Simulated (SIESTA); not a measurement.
Worked example: self-consistent single point of SnTe (Fm-3m, 2 atoms in the cell) in SIESTA

Method of the run: GGA PBE, numerical atomic orbitals DZP, PseudoDojo PBE standard norm-conserving potentials (rewritten from UPF to PSML) (SIESTA).

The input file:

```
# files in the folder: Sn.psml Te.psml (PseudoDojo PBE standard)
SystemName  SnTe
SystemLabel snte

NumberOfAtoms                2
NumberOfSpecies              2
%block ChemicalSpeciesLabel
  1 50 Sn
  2 52 Te
%endblock ChemicalSpeciesLabel
LatticeConstant              4.418017 Ang
%block LatticeVectors
     0.000000000    0.707106831    0.707106831
     0.707106831    0.000000000    0.707106831
     0.707106831    0.707106831    0.000000000
%endblock LatticeVectors
AtomicCoordinatesFormat      Bohr
%block AtomicCoordinatesAndAtomicSpecies
     0.000000000    0.000000000    0.000000000  1
     5.903523311    5.903523311    5.903523311  2
%endblock AtomicCoordinatesAndAtomicSpecies

XC.functional                GGA
XC.authors                   PBE
PAO.BasisSize                DZP
PAO.EnergyShift              0.005 Ry
MeshCutoff                   400 Ry
%block kgrid.MonkhorstPack
    6   0   0  0.0
    0   6   0  0.0
    0   0   6  0.0
%endblock kgrid.MonkhorstPack
OccupationFunction           MP
OccupationMPOrder            0
ElectronicTemperature        0.136 eV

MaxSCFIterations             150
SCF.Mixer.Method             Pulay
SCF.Mixer.Weight             0.25
SCF.Mixer.History            6
SCF.DM.Tolerance             1.0E-04
Diag.ParallelOverK           true
WriteForces                  true
```

Output, abridged:

```
reinit: Reading from file input.fdf

reinit: System Name: SnTe
reinit: System Label: snte

coor:   Atomic-coordinates input format  =     Cartesian coordinates
coor:                                            (in Bohr units)

siesta: Atomic coordinates (Bohr) and species
siesta:      0.00000   0.00000   0.00000  1        1
siesta:      5.90352   5.90352   5.90352  2        2

siesta: System type = bulk

initatomlists: Number of atoms, orbitals, and projectors:      2    36    65

siesta: ******************** Simulation parameters ****************************
redata: Spin configuration                          = none
redata: Time-Reversal Symmetry                      = T
redata: Number of Atomic Species                    =        2
redata: Mesh Cutoff                                 =   400.0000 Ry
redata: Net charge of the system                    =     0.0000 |e|
redata: Min. number of SCF Iter                     =        0
redata: Max. number of SCF Iter                     =      150
redata: SCF convergence failure will abort job
redata: SCF mix quantity                            = Hamiltonian
redata: Mix DM or H after convergence               =   F
redata: Recompute H after scf cycle                 =   F
redata: Mix DM in first SCF step                    =   T
redata: No kicks to SCF
redata: DM Mixing Weight for Kicks                  =     0.5000
redata: Require Harris convergence for SCF          =   F
redata: Harris energy tolerance for SCF             =     0.000100 eV
redata: Require DM convergence for SCF              =   T
redata: DM tolerance for SCF                        =     0.000100
redata: Require EDM convergence for SCF             =   F
redata: EDM tolerance for SCF                       =     0.001000 eV
redata: Require H convergence for SCF               =   T
redata: Hamiltonian tolerance for SCF               =     0.001000 eV
redata: Require (free) Energy convergence for SCF   =   F
redata: (free) Energy tolerance for SCF             =     0.000100 eV
redata: Using DFT-D3 dispersion                     =   F
redata: Using Saved Data (generic)                  =   F
redata: Method of Calculation                       = Diagonalization
redata: Electronic Temperature                      =  1578.2145 K
redata: Number of TDED substeps                     =        3
redata: Dynamics option                             = Single-point calculation
redata: Save all siesta data in one NC              =   F
redata: ***********************************************************************

%block SCF.Mixers
  Pulay
%endblock SCF.Mixers

%block SCF.Mixer.Pulay
  # Mixing method
  method pulay
  variant stable

  # Mixing options
  weight 0.2500
  weight.linear 0.2500
  history 6
%endblock SCF.Mixer.Pulay

DM_history_depth set to one: no extrapolation allowed by default for geometry relaxation
Size of DM history Fstack: 1
Total number of electrons:    30.000000
Total ionic charge:    30.000000

* ProcessorY, Blocksize:    1  37

* Orbital distribution balance (max,min):    36    36

k-point displ. along   1 input, could be:     0.00    0.50
k-point displ. along   2 input, could be:     0.00    0.50
k-point displ. along   3 input, could be:     0.00    0.50
 Kpoints in:          144 . Kpoints trimmed:          132

siesta: k-grid: Number of k-points = 132
siesta: k-points from Monkhorst-Pack grid
siesta: k-cutoff (effective) =    13.254 Ang
siesta: k-point supercell and displacements
siesta: k-grid:     6     0     0      0.000
siesta: k-grid:     0     6     0      0.000
siesta: k-grid:     0     0     6      0.000

diag: Algorithm                                     = D&C
diag: Parallel over k                               =   F
diag: Use parallel 2D distribution                  =   F
diag: Parallel block-size                           = 37
diag: Parallel distribution                         =     1 x     1
diag: Used triangular part                          = Lower
diag: Absolute tolerance                            =  0.100E-15
diag: Orthogonalization factor                      =  0.100E-05
diag: Memory factor                                 =  1.0000

superc: Internal auxiliary supercell:     7 x     7 x     7  =     343
superc: Number of atoms, orbitals, and projectors:    686  12348  22295

                        Single-point calculation

superc: Internal auxiliary supercell:     7 x     7 x     7  =     343
superc: Number of atoms, orbitals, and projectors:    686  12348  22295

outcell: Unit cell vectors (Ang):
        0.000000    3.124010    3.124010
        3.124010    0.000000    3.124010
        3.124010    3.124010    0.000000

outcell: Cell vector modules (Ang)   :    4.418017    4.418017    4.418017
outcell: Cell angles (23,13,12) (deg):     60.0000     60.0000     60.0000
outcell: Cell volume (Ang**3)        :     60.9772
new_DM -- step:     1
Initializing Density Matrix...

Attempting to read DM from file... Failed...
DM filled with atomic data:

InitMesh: MESH = 48 x 48 x 48 = 110592
InitMesh: Mesh cutoff (required, used) =   400.000   489.351 Ry

stepf: Methfessel-Paxton step function
       Using Hermite-Gauss polynomials of order  0

        iscf     Eharris(eV)        E_KS(eV)     FreeEng(eV)     dDmax    Ef(eV) dHmax(eV)
   scf:    1    -4995.355724    -4995.905363    -4995.907039  0.557564 -3.246191  2.328024
   scf:    2    -4996.002040    -4995.956330    -4995.958282  0.053371 -3.304118  1.433312
   scf:    3    -4996.006688    -4995.986030    -4995.988438  0.086145 -3.401516  0.364096
   scf:    4    -4995.988366    -4995.987564    -4995.990103  0.014754 -3.421183  0.017871
   scf:    5    -4995.987464    -4995.987544    -4995.990066  0.002471 -3.413517  0.052115
   scf:    6    -4995.987605    -4995.987586    -4995.990121  0.001065 -3.415570  0.004668
   scf:    7    -4995.987582    -4995.987584    -4995.990122  0.000197 -3.415622  0.000194
   scf:    8    -4995.987584    -4995.987584    -4995.990122  0.000015 -3.415648  0.000168

SCF Convergence by DM+H criterion
max |DM_out - DM_in|         :     0.0000146778
max |H_out - H_in|      (eV) :     0.0001675089
SCF cycle converged after 8 iterations

Using DM_out to compute the final energy and forces

siesta: E_KS(eV) =            -4995.9876

siesta: E_KS - E_eggbox =     -4995.9876

siesta: Atomic forces (eV/Ang):
     1   -0.000000   -0.000000   -0.000000
     2   -0.000000   -0.000000   -0.000000
   Tot   -0.000000   -0.000000   -0.000000
   Max    0.000000
   Res    0.000000    sqrt( Sum f_i^2 / 3N )
   Max    0.000000    constrained

Stress tensor Voigt[x,y,z,yz,xz,xy] (kbar):      -46.93      -46.93      -46.93       -0.23       -0.23       -0.23
(Free)E + p*V (eV/cell)    -4994.2042
Target enthalpy (eV/cell)    -4995.9901

siesta: Program's energy decomposition (eV):
siesta: Ebs     =      -756.525939
siesta: Eions   =      4930.880723
siesta: Ena     =       237.266962
siesta: Ekin    =      2817.443004
siesta: Enl     =     -1859.668043
siesta: Eso     =         0.000000
siesta: Edftu   =         0.000000
siesta: DEna    =         7.809573
siesta: DUscf   =         0.203081
siesta: DUext   =         0.000000
siesta: Ex      =     -1196.023504
siesta: Ec      =       -72.137936
siesta: Exc     =     -1268.161439
siesta: Eharris =     -4995.987584
siesta: Etot    =     -4995.987584
siesta: FreeEng =     -4995.990122

siesta: Stress tensor (static) (eV/Ang**3):
siesta:    -0.029289   -0.000141   -0.000141
siesta:    -0.000141   -0.029289   -0.000141
siesta:    -0.000141   -0.000141   -0.029289

siesta: Cell volume =         60.977167 Ang**3

siesta: Pressure (static):
siesta:                Solid            Molecule  Units
siesta:           0.00031900          0.00031900  Ry/Bohr**3
siesta:           0.02928912          0.02928912  eV/Ang**3
siesta:          46.92634312         46.92634361  kBar
```

The run converged in 8 iterations.

The starting cell comes from a database of computed structures (which also holds hypothetical and non-ambient phases and stackings), without a prior relaxation at this level. Its lattice was rescaled by a random factor within 2.5 % of one. Values carry the incompleteness of an atom-centred basis. With a pressure of about 5 GPa the cell is away from its equilibrium volume at this level.

Cost on one core of a shared machine: roughly 40 s.
